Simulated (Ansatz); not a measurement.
We consider Ti2AlB2 (model structure, started from the Ti2InB2 type, P-6m2, No. 187, 5 atoms in the cell), described by LDA (plane waves, PAW; Ansatz, a first-principles code).

Numerical settings: plane-wave cutoff 520 eV, 24×24×8 k mesh (along the axes of the cell as run), Fermi–Dirac smearing 0.05 eV, no spin polarisation, scalar-relativistic PAW data made under PBE.

Cell (relaxed at this level):

```cif
data_AlB2Ti2
_chemical_formula_sum 'Ti2 Al1 B2'
_space_group_name_H-M_alt 'P 1'
_space_group_IT_number 1
_cell_length_a 2.97344
_cell_length_b 2.97344
_cell_length_c 7.54372
_cell_angle_alpha 90.000
_cell_angle_beta 90.000
_cell_angle_gamma 120.000
loop_
_space_group_symop_operation_xyz
  'x, y, z'
loop_
_atom_site_label
_atom_site_type_symbol
_atom_site_fract_x
_atom_site_fract_y
_atom_site_fract_z
_atom_site_occupancy
Ti1 Ti 0.33333 0.66667 0.70363 1
Ti2 Ti 0.33333 0.66667 0.29637 1
Al1 Al 0.00000 0.00000 0.00000 1
B1 B 0.00000 0.00000 0.50000 1
B2 B 0.66667 0.33333 0.50000 1
```

Question: Give the computed bulk modulus.

Answer: 
- bulk modulus = 172 GPa

Note: the run has no spin polarisation, so it can have missed a magnetic state; the bulk modulus is −V dP/dV from two relaxed cells at ±2 % in volume; the relaxation could raise the start's symmetry but not lower it, so the cell can be a saddle point.

The computed numbers hold no vibrational or temperature effects.

It cost around 2.1 core-minutes (rough) of CPU time.

A model structure was made by putting elements into a prototype or built by hand; it is no filed structure, need not be a known phase, and can be a saddle point held by its symmetry.
